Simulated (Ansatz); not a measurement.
Consider this model of amorphous In₂₂WO₃₆.

```xyz
59
Lattice="9.3546 -0.1061 0.0214 -0.1061 9.2741 -0.1655 0.0214 -0.1655 9.5769" Properties=species:S:1:pos:R:3 pbc="T T T"
In     4.7823     8.1587     3.0658
In     2.8822     7.2727     9.3449
In     7.8025     2.8847     8.8918
In     1.8556     1.1916     2.4068
In     0.0610     6.4248     0.8388
In     6.6188     5.3843     1.7580
In     9.1941     7.9596     7.0534
In     5.3485     3.4004     6.7449
In     8.0468     8.8964     3.0913
In     7.5442     5.5028     4.7732
In     3.8009     6.7002     6.0143
In     9.2705     3.6743     2.9283
In     5.7091     2.4078     2.6086
In     6.5433     0.2381     6.4543
In     9.1953     1.8991     5.6982
In     6.4784     6.2824     8.0357
In     3.5553     0.9207     5.5779
In     3.5013     4.3502     4.0823
In     3.0521     3.9684     0.9646
In     4.8089     0.7077     9.5011
In     0.9174     5.0799     6.7465
In     1.5164     7.3288     3.6765
W      1.6002     1.7174     8.4664
O      2.9242     4.7186     6.1114
O      9.3140     3.9312     5.1201
O      6.5401     1.8770     0.5895
O      2.6891     0.2161     8.7461
O      4.5998     2.6344     4.7354
O      9.2735     5.8979     3.1845
O      4.7675     4.4263     2.1466
O      4.3800     6.8849     7.9848
O      2.9623     3.0418     8.5961
O      2.0410     3.4840     2.8342
O      0.5063     8.4359     2.0372
O      6.6794     7.0129     3.2933
O      2.1801     5.9110     1.0802
O      7.3595     6.7744     0.4287
O      3.8067     1.9020     1.5490
O      5.6781     5.3550     5.8651
O      6.1421     4.2408     8.5504
O      4.3040     8.3875     0.9838
O      8.3349     5.9961     6.6791
O      1.5449     7.2769     5.8174
O      4.8531     1.3294     7.3748
O      2.8591    -0.0469     3.7757
O      6.2775     0.5310     3.3201
O      7.2916     2.2516     6.6856
O      1.8503     1.6736     6.3991
O      4.7911     8.5264     5.3139
O      9.3221     1.5474     3.4550
O      7.1220     3.9165     3.3277
O      0.3625     3.3402     7.9381
O      1.0354     2.0656     0.6375
O      0.9430     6.8133     8.4885
O      3.4947     6.4896     3.8174
O      8.3459     9.0656     5.2512
O      0.0457     0.7644     7.9908
O      8.5161     4.2920     0.9741
O      7.1057     8.2530     7.7510
```

These are PBE, scalar-relativistic without spin-orbit coupling (plane waves to 420 eV, PAW; Ansatz, an electronic-structure program) values and carry that method's errors.

The cell was made by melting and quenching with the CHGNet potential and then relaxed with DFT. O atoms were pushed apart under 1.9 Å during the dynamics, to hinder bonds among them. The hot cell started wider than the set density and was brought back towards it in steps. It is the lowest in DFT energy of 8 quenches. It is a model cell: composition and starting density were chosen by hand, and all elements were melted together. No dispersion term was used. Its density started from a set value of 6.57 and ended at 6.57 g/cm³. The simulated quench (nominally 84 K/ps over its main leg) is rapid and tends to freeze in more defects than a deposited or slowly cooled glass has. One small periodic cell is one sample of the glass; other quenches scatter about these values. The volume was held where the preparation left it and the shape relaxed, at a PBE pressure of -0.4 GPa (tension).

Cut-offs for bonds: In-In 3.12 Å, In-W 3.08 Å, In-O 2.58 Å, W-W 3.04 Å, W-O 2.51 Å, O-O 1.58 Å. Two cations that share two anions don't count as bonded, nor two that share one unless they lie closer than In-In 3.04 Å, In-W 3.00 Å, W-W 2.95 Å.

Q: Give the coordination numbers, mean bond lengths and angles.

A: 
The mean coordination of In by anions is 5.45 (12 with 5, 10 with 6), the mean coordination of W by anions is 6.00 (1 with 6) and the mean coordination of O comes out as 3.50 (3 with 2, 12 with 3, 21 with 4). The mean In-O bond is 2.209 Å (spread 0.091 Å, 120 counted) and the mean W-O bond comes out as 1.949 Å (spread 0.106 Å, 6 counted). The bond angle at In comes out as mean 104.8°, spread 29.1°, the bond angle at W is mean 105.5°, spread 32.1° and the bond angle at O is mean 110.2°, spread 16.5°.

Q: List the pairs of like atoms that count as bonded by the rules above.

A: There are none by these rules.
